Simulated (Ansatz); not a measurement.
System: interstitial B in 2H silicon carbide (charge state +3). Calculation: PBE, PAW (plane waves to 420 eV; Ansatz, a program for electronic structure).

Settings: 72 host sites, the relaxed PBE lattice, the Γ point alone, smearing 0.01 eV, spin-restricted, no image-charge correction. No zero-point or tunnelling terms. The host's phase is taken as given; its stability against other phases was not computed. The charge state is imposed; whether it is stable for some Fermi level was not computed. Sites that were not tried may lie lower.

Barriers: single points on a 2×2×2 k-point mesh shifted by half a step along c at the bands' geometries (they differ from the bands' own by up to 0.27 eV, and are uncertain by about as much).

Relaxed starting cell (atoms counted from 1):

```xyz
73
Lattice="9.2765 0.0000 0.0000 -4.6383 8.0337 0.0000 0.0000 0.0000 10.1479" Properties=species:S:1:pos:R:3 pbc="T T T"
Si     1.5364     0.8911     2.4124
Si     1.5487     0.8983     7.6281
Si    -0.0023     3.5807     2.5073
Si    -0.0024     3.5969     7.6396
Si    -1.5420     6.2474     2.5072
Si    -1.5279     6.2393     7.6397
Si     4.6359     0.8862     2.5137
Si     4.6359     0.8839     7.6035
Si     3.0819     3.5777     2.5137
Si     3.0800     3.5789     7.6034
Si     1.5373     6.2473     2.5072
Si     1.5233     6.2393     7.6398
Si     7.7354     0.8911     2.4124
Si     7.7230     0.8983     7.6281
Si     6.1899     3.5778     2.5137
Si     6.1918     3.5790     7.6034
Si     4.6359     6.2596     2.4122
Si     4.6359     6.2454     7.6281
Si    -0.0024     1.7989    -0.0350
Si    -0.0024     1.9409     5.1814
Si    -1.5479     4.4662    -0.0057
Si    -1.5415     4.4699     5.0850
Si    -3.0851     7.1383    -0.0350
Si    -2.9619     7.0672     5.1816
Si     3.0921     1.7892    -0.0200
Si     3.1168     1.8034     5.0846
Si     1.5432     4.4661    -0.0057
Si     1.5368     4.4698     5.0851
Si    -0.0023     7.1431    -0.0057
Si    -0.0023     7.1357     5.0851
Si     6.1797     1.7893    -0.0201
Si     6.1551     1.8035     5.0846
Si     4.6359     4.4633    -0.0201
Si     4.6359     4.4350     5.0844
Si     3.0804     7.1383    -0.0350
Si     2.9572     7.0672     5.1815
C      1.3844     0.8033     4.4268
C      1.5441     0.8956     9.5208
C     -0.0024     3.6045     4.4326
C     -0.0024     3.5846     9.5283
C     -1.5213     6.2355     4.4326
C     -1.5386     6.2455     9.5284
C      4.6360     0.8892     4.4392
C      4.6359     0.9008     9.5217
C      3.0846     3.5762     4.4391
C      3.0946     3.5704     9.5216
C      1.5166     6.2354     4.4326
C      1.5339     6.2454     9.5284
C      7.8874     0.8032     4.4268
C      7.7277     0.8956     9.5207
C      6.1872     3.5762     4.4391
C      6.1772     3.5705     9.5216
C      4.6359     6.4350     4.4269
C      4.6359     6.2506     9.5207
C     -0.0024     1.8001     1.8806
C     -0.0024     1.8035     7.0236
C     -1.5507     4.4645     1.9120
C     -1.5465     4.4670     6.9876
C     -3.0841     7.1377     1.8805
C     -3.0810     7.1360     7.0238
C      3.0888     1.7873     1.9169
C      3.0759     1.7799     6.9700
C      1.5461     4.4644     1.9119
C      1.5418     4.4670     6.9877
C     -0.0023     7.1464     1.9120
C     -0.0023     7.1415     6.9877
C      6.1830     1.7873     1.9168
C      6.1958     1.7800     6.9700
C      4.6359     4.4670     1.9169
C      4.6359     4.4820     6.9699
C      3.0793     7.1377     1.8806
C      3.0763     7.1360     7.0238
B     -0.0022     0.0024     4.3074
```
Cell charge +3.

End state 1 differs by these moves (Å; atoms that move under 0.08 Å are left out):

```json
[
 {"atom": "1", "element": "Si", "Δx": "0.01", "Δy": "0.01", "Δz": "0.11"},
 {"atom": "11", "element": "Si", "Δx": "-0.04", "Δy": "-0.02", "Δz": "0.08"},
 {"atom": "13", "element": "Si", "Δx": "-0.03", "Δy": "0.16", "Δz": "-0.04"},
 {"atom": "17", "element": "Si", "Δx": "0.13", "Δy": "-0.11", "Δz": "-0.04"},
 {"atom": "20", "element": "Si", "Δx": "0.05", "Δy": "-0.17", "Δz": "-0.09"},
 {"atom": "24", "element": "Si", "Δx": "-0.12", "Δy": "0.12", "Δz": "-0.09"},
 {"atom": "36", "element": "Si", "Δx": "-0.08", "Δy": "-0.05", "Δz": "0.11"},
 {"atom": "37", "element": "C", "Δx": "0.19", "Δy": "0.11", "Δz": "0.02"},
 {"atom": "39", "element": "C", "Δx": "-0.04", "Δy": "-0.08", "Δz": "0.01"},
 {"atom": "41", "element": "C", "Δx": "-0.08", "Δy": "0.00", "Δz": "0.01"},
 {"atom": "47", "element": "C", "Δx": "-0.08", "Δy": "-0.05", "Δz": "0.07"},
 {"atom": "49", "element": "C", "Δx": "-0.08", "Δy": "-0.06", "Δz": "-0.08"},
 {"atom": "53", "element": "C", "Δx": "-0.09", "Δy": "-0.05", "Δz": "-0.09"},
 {"atom": "71", "element": "C", "Δx": "0.08", "Δy": "0.04", "Δz": "0.19"},
 {"atom": "73", "element": "B", "Δx": "-0.93", "Δy": "-0.54", "Δz": "-0.74"}
]
```

Problem. Predict the forward and backward barriers to end state 1 from PBE, PAW.

Solution. forward 0.93 eV, backward 0.46 eV; at the saddle point atom 73 has neighbours 2 C at 1.48; Si at 1.95 Å. The saddle point's order was not checked, and it lies on a symmetry element of the cell, where a band can be held.

End state 2 differs by these moves (Å; atoms that move under 0.08 Å are left out):

```
atom  element     Δx     Δy     Δz
----  -------  -----  -----  -----
2          Si   0.20   0.12   0.20
13         Si  -0.04  -0.01   0.09
17         Si  -0.03  -0.03   0.09
20         Si  -0.13  -0.06  -0.28
24         Si  -0.11  -0.08  -0.28
25         Si   0.04   0.02   0.07
36         Si   0.13   0.07  -0.12
37          C   0.09   0.05   0.18
38          C   0.01   0.01   0.10
49          C  -0.20   0.09  -0.01
53          C  -0.02  -0.22  -0.01
56          C   0.09  -0.16  -0.15
60          C  -0.09   0.15  -0.15
62          C   0.12   0.07   0.06
73          B   0.93   0.54   1.79
```

Problem. Predict the forward and backward barriers to end state 2 from PBE, PAW.

Solution. forward 2.62 eV, backward 2.15 eV; at the saddle point atom 73 has neighbours 2 C at 1.61, C at 1.95; Si at 1.81, 2 Si at 2.15 Å. The saddle point's order was not checked, and it lies on a symmetry element of the cell, where a band can be held.
